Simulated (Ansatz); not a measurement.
Functionals compared on a constructed model of the (0001) surface of hcp Ru, a pseudomorphic layer of Sn in the host's stacking (bottom of the slab: a bare face, its two planes held), in Ansatz (plane waves, PAW). The structure was relaxed with PBE; the other rows are single points on it. Cutoff 420 eV (500 eV for r2SCAN).

Slab: 7 atoms, 13.3 Å thick at the start with caps and adatoms (thin: gaps and levels are the slab's own); k 16x16x1, smearing 0.1 eV, dipole-corrected; 2 atoms held, the rest relaxed; start symmetry kept, larger cells not searched; no spin, no spin-orbit, no U. In PBE it is, or lies within 0.01 eV a 1x1 cell of, the lowest of the 2 structures of its composition computed so far; subsurface sites and larger cells were not tried. These notes are the PBE run's.

| functional | work function of the top face (eV) | rough cost of the single point |
|---|---|---|
| PBE | 3.70 | – |
| RPBE | 3.59 | about 30 core-seconds (a rough figure) |
| r2SCAN | ? | very roughly 50 core-seconds |

**Question.** What belongs in the gaps?

**Answer.** 
- r2SCAN, work function of the top face (eV): 3.79

Ansatz is an electronic-structure program.
